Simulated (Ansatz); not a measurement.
LaBr3 (P6₃/m, No. 176), treated with r²SCAN in Ansatz (plane waves, PAW).

Run with plane-wave cutoff 560 eV, 6×6×8 k mesh (along the axes of the cell as run), Fermi–Dirac smearing 0.01 eV, scalar-relativistic PAW data made under PBE.

Cell (measured lattice):

LaBr$_{3}$ is taken in the hexagonal space group P6₃/m (No. 176), Pearson symbol hP8. Conventional cell: a = 7.9648 Å, b = 7.9648 Å, c = 4.5119 Å, α = 90.00°, β = 90.00°, γ = 120.00°. La on 2c sees 9 Br at 3.095–3.156 Å. Br on 6h sees 3 La at 3.095–3.156 Å (trigonal pyramidal). (Neighbours: up to the widest gap in distance over summed covalent radii, below 1.35, at either atom; cation-cation and far metal-metal contacts left out.)

### Question
What does this level give for the band gap and smallest direct gap on the k points sampled?

### Answer

- band gap: 3.61 eV
- smallest direct gap on the k points sampled: 3.62 eV

Measured, for comparison: band gap 5.9 eV (temperature not stated, no zero-point or thermal correction, literature value; as tabulated in Przystupa et al. (2023), doi:10.3390/ma16145085).

Note: cell and atoms aren't relaxed at this level (largest force component 0.03 eV/Å, pressure 0.9 GPa).

Spin–orbit coupling is not included.

Static lattice: no zero-point or thermal effects.

Ansatz is an electronic-structure program.
